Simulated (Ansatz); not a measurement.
The parent structure is TiAl (space group P4/mmm, No. 123; relaxed with 0.1 eV smearing).

```
CELL_PARAMETERS angstrom
      2.81268     0.00000     0.00000
      0.00000     2.81268     0.00000
      0.00000     0.00000     4.06194
ATOMIC_POSITIONS crystal
  Al 0.50000 0.50000 0.50000
  Ti 0.00000 0.00000 0.00000
```

Cartesian axes are those of the cell as printed.

All numbers come from r2SCAN (Ansatz, a program for electronic structure; PAW; 500 eV plane waves; spin-orbit coupling left out), earlier PAW set.

Now apply this change: tensile biaxial strain of 3.36 % in the plane normal to [001], as in epitaxy on a mismatched substrate; the out-of-plane cell vector and the atoms relax.

Problem. What happens to the out-of-plane strain and in-plane stress?

Solution. The out-of-plane strain comes out as -3.66 %; the mean in-plane stress (compression positive) amounts to -5.1 GPa.

Whether these cells are dynamically stable was not tested. The final runs are not spin-polarised.
